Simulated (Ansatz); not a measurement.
**Hypothetical rutile SnS2, response to strain**

Start from SnS2 in the rutile structure (space group P4_2/mnm, No. 136; a hypothetical phase, not in the database extracts checked).

```yaml
crystal:
  lattice:
    - [6.07061, 0.00000, 0.00000]
    - [0.00000, 6.07061, 0.00000]
    - [0.00000, 0.00000, 3.78764]
  atoms:
    - { symbol: Sn, position: [0.00000, 0.00000, 0.00000] }
    - { symbol: Sn, position: [0.50000, 0.50000, 0.50000] }
    - { symbol: S, position: [0.30673, 0.30673, 0.00000] }
    - { symbol: S, position: [0.80673, 0.19327, 0.50000] }
    - { symbol: S, position: [0.19327, 0.80673, 0.50000] }
    - { symbol: S, position: [0.69327, 0.69327, 0.00000] }
```

Cartesian axes are those of the cell as printed.

Strains are applied to the cell and any free atomic positions relax.

Level of theory: Ansatz (a program for electronic structure), PBEsol, PAW, cutoff 420 eV, no spin-orbit coupling.

Notes on the quantities. pressure: mean of the normal stresses, compression positive; energy relative to the base: free energy F.

| case | pressure | volume per atom | energy relative to the base | band gap |
|---|---|---|---|---|
| base | 0.0 GPa | 23.26 Å³ | 0 meV/atom | zero |
| isotropic strain −3.53 % | 9.7 GPa | 20.89 Å³ | +65 meV/atom | zero |
| uniaxial strain ε_xx = −3.86 % | -0.1 GPa | 22.37 Å³ | -30 meV/atom | 0.31 eV |
| tensor shear ε_yz = −0.39 % | 0.0 GPa | 23.26 Å³ | +0.1 meV/atom | zero |

A case with no gap was solved on a k-mesh chosen for an insulator, which is coarse for it. Stability against distortions was not tested. All final runs are without spin polarisation. Under uniaxial strain ε_xx = −3.86 % the cell ends below the base's energy or with stress of the wrong sign: the atoms slid into a distortion or the cell is elastically unstable, so the base is not a stable minimum at this level. The zero or small gap of SnS2 can change with the level of theory.
